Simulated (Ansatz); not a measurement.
Base system: WC (space group P-6m2, No. 187; a = 2.922 Å, c = 2.847 Å).

(Cell as relaxed with PBE.)

Levels (all Ansatz, an electronic-structure program, PAW): PBE (420 eV, scalar-relativistic without spin-orbit coupling); PBEsol (420 eV, scalar-relativistic without spin-orbit coupling).

Each level relaxes its own structure.

```json
[
 {"base": "volume per atom", "PBE": "10.52 Å³", "PBEsol": "10.29 Å³"},
 {"base": "lattice parameter a", "PBE": "2.922 Å", "PBEsol": "2.898 Å"},
 {"base": "band gap", "PBE": "zero", "PBEsol": "zero"}
]
```

Now apply this change: cell and atoms relaxed at a pressure of 22.5 GPa.

| quantity | PBE | PBEsol |
|---|---|---|
| c/a ratio | 0.979 | 0.980 |
| volume per atom | 9.99 Å³ | 9.79 Å³ |

PBE's volume per atom lies 0.20 Å³ above PBEsol's (2.0 %). Neither level is exact; PBEsol is the comparison here, not a measurement.

Load acts through the strain it causes; cell and atoms are relaxed under it. Whether these cells are dynamically stable was not tested. Competing high-pressure phases were not computed. The final runs are not spin-polarised.
